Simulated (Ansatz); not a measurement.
## Response to strain in Al2O3

The reference is Al2O3 in the corundum structure (space group R-3c, No. 167; a = 4.774 Å, c = 13.015 Å (hexagonal axes)).

Strains are applied to the cell and any free atomic positions relax.

The values are results of Ansatz (a program for electronic structure), PBEsol, PAW, cutoff 420 eV, no SOC, not measurements.

Notes on the quantities. energy relative to the base: free energy F.

```json
[
 {"isotropic strain (%)": "-3", "energy relative to the base (meV/atom)": "57.5"},
 {"isotropic strain (%)": "-2.25", "energy relative to the base (meV/atom)": "?"},
 {"isotropic strain (%)": "-1.5", "energy relative to the base (meV/atom)": "13.7"},
 {"isotropic strain (%)": "-0.75", "energy relative to the base (meV/atom)": "3.4"},
 {"isotropic strain (%)": "0", "energy relative to the base (meV/atom)": "0.0"}
]
```

Question: Fit ΔE = Aε² + Bε³ (ε in %) to the rows shown and predict the withheld row.

Answer: Least squares on the printed values gives A = 5.81 and B = -0.19 meV/atom (largest residual 0.1 meV/atom); this predicts 31.6 meV/atom, and the run gives 31.6 meV/atom, in agreement.

Stability against distortions was not tested.
